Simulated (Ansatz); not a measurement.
Input:

```
ZnSe
1.0
    0.00000     2.83304     2.83304
    2.83304     0.00000     2.83304
    2.83304     2.83304     0.00000
Se Zn
1 1
Direct
  0.75000   0.75000   0.75000
  0.00000   0.00000   0.00000
```

A single point on ZnSe, its geometry relaxed with r2SCAN.

Level of theory: HSE06/PAW in Ansatz (a quantum-chemistry and plane-wave program), spin-orbit coupling included, earlier PAW set. Settings: 6×6×6 k-points, 0.01 eV Fermi–Dirac smearing.

Q: Estimate the band gap.

A: 2.27 eV.

Q: Estimate the valence-band top at Γ (three highest Kramers pairs, from the VBM).

A: 0.00, 0.00, -0.43 eV.

Single points use the geometry relaxed with r2SCAN. Stability against distortions was not tested. The cell is ZnSe in the zinc blende structure (space group F-43m, No. 216).
